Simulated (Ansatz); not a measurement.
# A computed series for MgTe: response to strain

Consider MgTe in the zinc blende structure (space group F-43m, No. 216).

Space group F-43m (No. 216); a = 6.509 Å, b = 6.509 Å, c = 6.509 Å, α = 90.00°, β = 90.00°, γ = 90.00°

```
atom  site  symmetry       x       y       z
----  ----  --------  ------  ------  ------
Mg      4a      -43m  0.0000  0.0000  0.0000
Te      4d      -43m  0.7500  0.7500  0.7500
```
(The calculation used a cell of 2 atoms; values per cell refer to that cell.)

Strains are applied to the cell and any free atomic positions relax.

Method: PBE (Ansatz, a first-principles code), spin-orbit coupling left out.

Candidates:
(a) isotropic strain −2.00 %
(b) isotropic strain −2.50 %
(c) isotropic strain +2.00 %
(d) isotropic strain +2.50 %

Notes on the quantities. energy relative to the base: free energy F.

Order them by energy relative to the base, lowest first.

(c) isotropic strain +2.00 % (+12 meV/atom), (a) isotropic strain −2.00 % (+14 meV/atom), (d) isotropic strain +2.50 % (+19 meV/atom), (b) isotropic strain −2.50 % (+22 meV/atom)

Whether these cells are dynamically stable was not tested.
